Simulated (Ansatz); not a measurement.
Start from C (space group Fmmm, No. 69; a = 2.456 Å, b = 4.251 Å, c = 6.753 Å; layered, stacked along the Cartesian z axis). Axes: x, y, z lie along a, b, c of the conventional cell.

Level of theory: r2SCAN+rVV10 in Ansatz (plane waves to 500 eV, PAW, no spin-orbit coupling).

Before the change:

- Shortest interatomic distance = 1.417 Å
- Pressure = 0.0 GPa
- Band gap = zero

One thing is altered: uniaxial strain ε_zz = −5.20 %, all other strain components held at zero; the atoms relax in the strained cell.

**Question.** Predict the new shortest interatomic distance.

**Answer.** The shortest interatomic distance is still 1.417 Å.

**Question.** Predict the new energy relative to the base.

**Answer.** The energy rises by 3.7 meV/atom.

**Question.** How does this affect the pressure?

**Answer.** The pressure (mean of the normal stresses, compression positive) goes from zero to 0.8 GPa.

**Question.** Estimate the effect on the band gap.

**Answer.** The band gap is still zero.

A case with no gap was solved on a k-mesh chosen for an insulator, which is coarse for it. No phonon test of stability was made. The base started in Cmme and relaxed to Fmmm at this level. This is not the structure that C has at room temperature and ambient pressure.

Ansatz is a program for electronic structure.
